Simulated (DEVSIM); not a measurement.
## GaP n-i-p diode

System: GaP n-i-p diode, at 300 K.

| layer (left to right) | material | thickness (μm) | Nd (cm⁻³) | Na (cm⁻³) | τn (s) | τp (s) |
|---|---|---|---|---|---|---|
| 1 | GaP | 0.520 | 5.3e18 | - | 2.1e-7 | 2.1e-7 |
| 2 | GaP | 45.0 | - | 3.5e13 | 2.1e-7 | 2.1e-7 |
| 3 | GaP | 2.50 | - | 2.5e18 | 2.1e-7 | 2.1e-7 |

Left contact: ohmic. Right contact: ohmic. Voltage is applied to the left contact. Recombination: SRH at mid-gap, radiative. Mobility is constant in doping.

The device is made up for the run: typed textbook-type constants, with dimensions and the other settings drawn at random. Values at 300 K.

| parameter | GaP |
|---|---|
| gap (eV) | 2.26 |
| affinity (eV) | 3.8 |
| permittivity | 11.1 |
| Nc (cm⁻³) | 1.8e19 |
| Nv (cm⁻³) | 1.9e19 |
| μn (cm²/Vs) | 250 |
| μp (cm²/Vs) | 150 |
| B (cm³/s) | 1e-13 |

Simulated with DEVSIM: 1D drift-diffusion, Boltzmann statistics, complete ionisation; no tunnelling, impact ionisation, image-force lowering or self-heating.

```json
{
 "potential_step_across_the_device_at_zero_bias": "2.176 V",
 "Dark forward voltage at 1 A/cm²": "1.885 V",
 "Dark forward voltage at 100 A/cm²": "2.151 V"
}
```

Dark forward current:

(V (V), J (A/cm²)): (-0.50, -3.9e-13); (-0.70, -2.1e-11); (-0.80, -1.5e-10); (-0.85, -4.2e-10); (-0.95, -3.2e-9); (-1.00, -8.7e-9); (-1.05, -2.4e-8); (-1.15, -1.9e-7); (-1.20, -5.5e-7); (-1.30, -5.2e-6); (-1.35, -1.8e-5); (-1.40, -7.3e-5); (-1.50, -0.0015); (-1.55, -0.0052); (-1.65, -0.025); (-1.70, -0.047); (-1.80, -0.21); (-1.85, -0.52); (-1.90, -1.3); (-2.00, -8.6); (-2.05, -21); (-2.15, -98); (-2.20, -180); (-2.25, -310); (-2.35, -700); (-2.40, -970); (-2.50, -1700); (-2.55, -2100)
